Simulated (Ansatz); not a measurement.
An Ansatz (a quantum-chemistry and plane-wave program) run: WSe2 with a change (uniaxial stress, 0.5 GPa tension along z); Kohn–Sham DFT with the r2SCAN+rVV10 functional, run in Ansatz with PAW and 500 eV plane waves, without spin-orbit coupling, earlier PAW set.

Input:

Ansatz 0.2 input:
```yaml
crystal:
  lattice:
    - [3.299519274, 0, 0]
    - [-1.649759637, 2.8574675116, 0]
    - [0, 0, 13.1474512439]
  atoms:
    - { symbol: W, position: [0.3333333333, 0.6666666667, 0.25] }
    - { symbol: W, position: [0.6666666667, 0.3333333333, 0.75] }
    - { symbol: Se, position: [0.3333333333, 0.6666666667, 0.6233418789] }
    - { symbol: Se, position: [0.6666666667, 0.3333333333, 0.1233418789] }
    - { symbol: Se, position: [0.6666666667, 0.3333333333, 0.3766581211] }
    - { symbol: Se, position: [0.3333333333, 0.6666666667, 0.8766581211] }
basis: { ecutwfc: 500, ecutrho_ratio: 4, xc_grid: 4, fft_grid_basis: typed }
kpoints: { mp_grid: { grid: [11, 11, 3] } }
hamiltonian:
  xc: r2scan
  dispersion: rvv10
  pseudopotentials: { azcp: { folder: ./paw }, kind: paw }
scf: { occupations: { method: fermi_dirac, width: 0.05 } }
relax: { f_tol: 0.005, max_steps: 50, cell: { stress_tol: 0.01, sigma_target: [0, 0, -0.5, 0, 0, 0] } }
output: { forces: true, stress: true }
checkpoint: { write: state.ck, write_every: 1000 }
```

Output (explanatory and most iteration lines left out):

```
Relaxation: its limit of steps is 50 (relax.max_steps)
Pseudopotential: W, paw, valence charge 14
Pseudopotential: Se, paw, valence charge 16
Crystal: 6 atoms, lattice volume = 123.958 Å³
Basis set: ecut = 500 eV, 3107 PW (Γ), exchange–correlation on 100×100×384 points (64 copies of the dense FFT grid, shifted against one another)
Bands: 56, of which v1, the nominal top of the filled ones, is band 46 counted from 1 (45 counted from 0)
Symmetry: 24 space group operations
Space group: P63/mmc (ITA 194), of the structure as read, at distance tolerance 5.0e-5 Å
k-points: 32 of 363
Functional: x = r2scan, c = r2scan + rvv10(b = 11.95, C = 0.0093); τ floored in thin density (d = 2e-4 eV/Å³)
SCF iter   1: F=—  HF=-42702.404436 eV  |F-HF|=—  |Δ(HF+E_count)|=         —  Δρ=3.42e-2  dr2=4.05e0  dr2_τ=8.37e-2  ethr=3.10e-3  ⟨swp⟩=6.5  Hψ=6450  notcnv=0  defer=3
SCF iter   2: F=—  HF=-42702.053653 eV  |F-HF|=—  |Δ(HF+E_count)|=   3.51e-1  Δρ=2.25e-2  dr2=7.17e-1  dr2_τ=4.06e-2  ethr=3.10e-3  ⟨swp⟩=2.2  Hψ=2416  notcnv=0  defer=77
SCF 1 converged in 9 iterations: F = -42701.975918 eV  dr2 = 2.98e-8
relax step   1: F+E_penalty+E_count = -42701.97591771 eV  Δ(F+E_penalty+E_count) = +0.000e0 eV  max|allowed force component| = 3.792e-5 eV/Å  Δτ_max = 0.0000 Å  P = -0.009 GPa  Ω = 123.958 Å³  (9 SCF iters, dr2 threshold 1.00e-7 eV, accepted)
[... steps on the carried basis left out ...]
relax step   8: F+E_penalty+E_count = -42701.97356205 eV  Δ(F+E_penalty+E_count) = -1.980e-4 eV  max|allowed force component| = 1.461e-4 eV/Å  Δτ_max = 0.0000 Å  P = -0.165 GPa  Ω = 125.280 Å³  stress off target by 3.81e-3 GPa  SCF on the basis re-selected at this cell (its energy is not comparable with the rows above)  (8 SCF iters)
SCF converged after 8 iterations
Free energy (F): -42701.973562 eV
Internal energy: -42701.973562 eV  (E = F + TS)
E sigma→0 (E₀):  -42701.973562 eV
Entropy (-TS):   -0.000000 eV (-0.000 meV/atom)
Fermi energy:    12.359857 eV
--- Forces (eV/Å), atoms counted from 1 ---
  atom   1  W      0.00000000     0.00000000     0.00000000
  atom   2  W      0.00000000    -0.00000000     0.00000000
  atom   3  Se     0.00000000     0.00000000     0.00014611
  atom   4  Se     0.00000000    -0.00000000     0.00014611
  atom   5  Se     0.00000000    -0.00000000    -0.00014611
  atom   6  Se    -0.00000000     0.00000000    -0.00014611
--- Stress (GPa, compression-positive) ---
        0.001099      -0.000000       0.000000
       -0.000000       0.001099       0.000000
        0.000000       0.000000      -0.496194
  P = ⅓ Tr σ = -0.1647 GPa (-1.647 kbar)
--- Relaxed structure (7 steps of the walk, 5 accepted, 1 SCFs on fresh bases) ---
  cell:  # Å, volume = 125.2799 Å³
    - [3.297852621352454, 1.4739145476514596e-52, 0.0]
    - [-1.648926310676227, 2.8560241480283284, 0.0]
    - [0.0, 0.0, 13.301123559070458]
  atoms:
    - { symbol: W, position: [0.33333333333333337, 0.6666666666666667, 0.24999999999999997] }
    - { symbol: W, position: [0.6666666666666667, 0.33333333333333337, 0.75] }
    - { symbol: Se, position: [0.33333333333333337, 0.6666666666666667, 0.6246664874475145] }
    - { symbol: Se, position: [0.6666666666666667, 0.33333333333333337, 0.1246664874475147] }
    - { symbol: Se, position: [0.6666666666666667, 0.33333333333333337, 0.3753335125524852] }
    - { symbol: Se, position: [0.33333333333333337, 0.6666666666666667, 0.8753335125524853] }
```

Spin-orbit coupling, missing from the scalar runs, can matter with W. Load acts through the strain it causes; cell and atoms are relaxed under it. sigma_target is in GPa, compression positive, in the order xx, yy, zz, yz, xz, xy. Stability under load was not tested beyond the relaxation. The cell was made from WSe2 in the 2H-MoS2 type structure (space group P6_3/mmc, No. 194; layered, stacked along the Cartesian z axis) by this change: uniaxial stress, 0.5 GPa tension along z.
